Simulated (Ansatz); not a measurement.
# Pt on the Si site + 1 H (silicon host)

These are PBE, PAW (plane waves to 420 eV; Ansatz, an electronic-structure program) values and carry that method's errors. A 2×2×2 supercell of 64 sites was used; the energies come from a 2×2×2 shifted sampling of its zone. Sites at the start: the Si site; H antibonding at the dopant. Energies of charged states are corrected for periodic images (point charge plus alignment at distant sites). Dielectric constants: PBE linear response of the host. Host gap at this level: 0.61 eV. A cell of this size leaves errors of a few tenths of an eV. PBE underestimates the host's gap, which shifts levels and can delocalise carriers. Spin–orbit coupling is left out, which matters for these heavy elements. Each state is the lowest found from its start.

Formation energies E_f are given with the Fermi level at the valence-band maximum. Chemical conditions: host crystal and elements as references (Δμ(Si) = 0.00 eV, Δμ(H) = 0.00 eV, Δμ(Pt) = 0.00 eV; H taken from its element, since no compound that bounds it was computed at this level; Pt taken from its element, since no compound that bounds it was computed at this level; only phases computed here count, gases as isolated molecules at 0 K). Reference phases: H: H2 molecule in a box, Pt: fcc Pt, Si: silicon.

```
charge         moment (μB)  point group  largest move off a lattice site (Å)  image correction with alignment (eV)  E_f, host crystal and elements as references (eV)
------  ------------------  -----------  -----------------------------------  ------------------------------------  -------------------------------------------------
+1†     not spin-polarised            –                                 0.06                                  0.25                                                  –
0†              fractional            –                                 0.10                                  0.00                                               0.29
−1      not spin-polarised      near Cs                                 0.15                                 -0.03                                               0.76
```

† Not settled in this cell, so no level is given: charge +1: level within 0.1 eV of a band edge or past it; charge 0: fractional moment, a level filled in part.

Point groups are those of the whole cell at tolerances of 0.03 and 0.1 Å ("near" where only the looser one holds); none is given for unsettled states.

Starting moments that weren't kept: charge 0 began with 1 μB and ended with 0.5.

No other site or start that was run ended lower by more than 0.1 eV.

Flagged in the runs: a strain field that reaches the edge of the cell.
